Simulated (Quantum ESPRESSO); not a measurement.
**Short convergence ladders for Sb2Os (Pm, 6 atoms in the cell)**

```
Sb2Os
1.0
    5.94749     0.00000     0.00000
    0.00000     3.23339     0.00000
    0.00000     0.00000     6.70333
Sb Os
4 2
Direct
  0.32655   0.50000   0.14150
  0.68186   0.50000   0.85850
  0.81814   0.00000   0.35850
  0.18186   0.00000   0.64150
  0.50000   0.50000   0.50000
  0.00000   0.00000   0.00000
```

Base method: LDA (PZ), PSlibrary ultrasoft (LDA) pseudopotentials (plane waves; Quantum ESPRESSO).

Base settings: ecutwfc = 60 Ry; ecutrho = 360 Ry; occupations = smearing; smearing = fd; degauss = 0.0036749 Ry; potentials = {Sb: Sb.pz-n-rrkjus_psl.1.0.0.UPF, Os: Os.pz-spn-rrkjus_psl.1.0.0.UPF}; K_POINTS = automatic 2 3 2 0 0 0; conv_thr = 1e-10 Ry; mixing_beta = 0.4.

The count of work is k-points × plane waves × bands × iterations; it is no time. 

**The cutoff for other potential files**

Level: DFT, LDA (PZ), plane waves, PSlibrary PAW (LDA, semicore) pseudopotentials.

In this ladder: pseudopotentials = {Sb: Sb.pz-dn-kjpaw_psl.1.0.0.UPF, Os: Os.pz-spfn-kjpaw_psl.1.0.0.UPF}. Moved along: ecutrho.

The second cell is the first with its lattice scaled by 0.98.

The mesh stays at the base's, so the ladder's end is converged at best in this setting alone.

Only quantities that move along the ladder and can be compared are tabulated; the gap is left out on so coarse a mesh.

| ecutwfc | free energy less the last step's (meV/atom) | energy of the compressed cell less the first (meV/atom) | pressure (GPa) | largest difference of a force vector from the last step's (eV/Å) | count of work / last |
|---|---|---|---|---|---|
| 34 Ry | 6892.00 | -102.25 | -296.55 | 0.074 | 0.22 |
| 52 Ry | 167.02 | 10.39 | -7.89 | 0.001 | 0.41 |
| 75 Ry | 17.38 | 11.27 | -4.05 | 0.000 | 0.76 |
| 90 Ry | 0.00 | 11.35 | -3.54 | 0.000 | 1.0 |

Coarsest ecutwfc that holds the pressure within 1 GPa: not settled: the last two steps still differ by 0.52 GPa, over half the tolerance, so the ladder does not show it.

Coarsest ecutwfc that holds the free energy within 5 meV/atom: not settled: the last two steps still differ by 17 meV/atom, over half the tolerance, so the ladder does not show it.

Coarsest ecutwfc that holds the energy of the compressed cell less the first within 0.2 meV/atom of the last step, with all finer ones: 75 Ry; the step before is off by 0.97 meV/atom.

At the lowest cutoff the pressure lies 293 GPa under the last step's, the usual sign of Pulay stress in an incomplete plane-wave basis.

**The relaxed cell against the cutoff**

On Sb2Os (Pnnm, 6 atoms in the cell): atoms on their sites.

In this ladder: calculation = vc-relax; tprnfor = default; tstress = default; K_POINTS = automatic 2 2 3 0 0 0. Moved along: ecutrho.

Only quantities that move along the ladder and can be compared are tabulated; the gap is left out on so coarse a mesh.

```tsv
ecutwfc	relaxed volume (Å³/atom)	relaxation steps
30 Ry	18.916	7
42 Ry	20.673	5
60 Ry	20.936	5
90 Ry	20.944	4
```

Coarsest ecutwfc that holds the relaxed volume within 0.021 Å³/atom of the last step, with all finer ones: 60 Ry; the step before is off by 0.27 Å³/atom.

At the lowest cutoff the cell relaxes to a volume 9.7 % smaller than at the highest.

On the base run: the starting cell comes from a database of computed structures (which also holds hypothetical and non-ambient phases and stackings), without a prior relaxation at this level. Its lattice was rescaled by up to half a per cent. One atom was moved a little off its site on purpose.
